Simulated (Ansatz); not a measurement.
## CaO under a change: pressure 4.2 GPa

The reference is CaO in the rock salt structure (space group Fm-3m, No. 225; a = 4.795 Å).

Perturbation: cell and atoms relaxed at a pressure of 4.2 GPa.

Calculations: r2SCAN (Ansatz, a first-principles code), scalar-relativistic without spin-orbit coupling. Γ-centred 12×12×12 mesh, Fermi–Dirac width 0.05 eV.

The volume per atom falls by 0.45 Å³ to 13.33 Å³ and the lattice parameter a falls by 0.053 Å, from 4.795 Å to 4.742 Å. The shortest interatomic distance shrinks by 0.0266 Å (2.397 Å → 2.371 Å) and the enthalpy H = E + PV relative to the base's energy comes out as +0.36 eV/atom. The band gap falls by 0.01 eV (4.20 eV → 4.19 eV) and the gap character is still indirect, Γ → X. The smallest direct gap decreases by 0.02 eV (4.57 eV → 4.55 eV) and the mean gap deformation potential ΔEg/Δln V amounts to +0.3 eV. The width of the top valence band goes up by 0.07 eV, from 1.20 eV to 1.27 eV and the electron mass changes from 1.4 mₑ along k, 0.44 mₑ across (at X) to 1.4 mₑ along k, 0.43 mₑ across (at X). The hole mass (degenerate bands, along [100]) changes from 0.37, 2.9, 2.9 mₑ (at Γ) to 0.36, 2.9, 2.9 mₑ (at Γ).

Load acts through the strain it causes; cell and atoms are relaxed under it. Effective masses come from finite differences of ±0.01 Å⁻¹. Along k means along the line from Γ to the band edge. Stability against distortions was not tested.
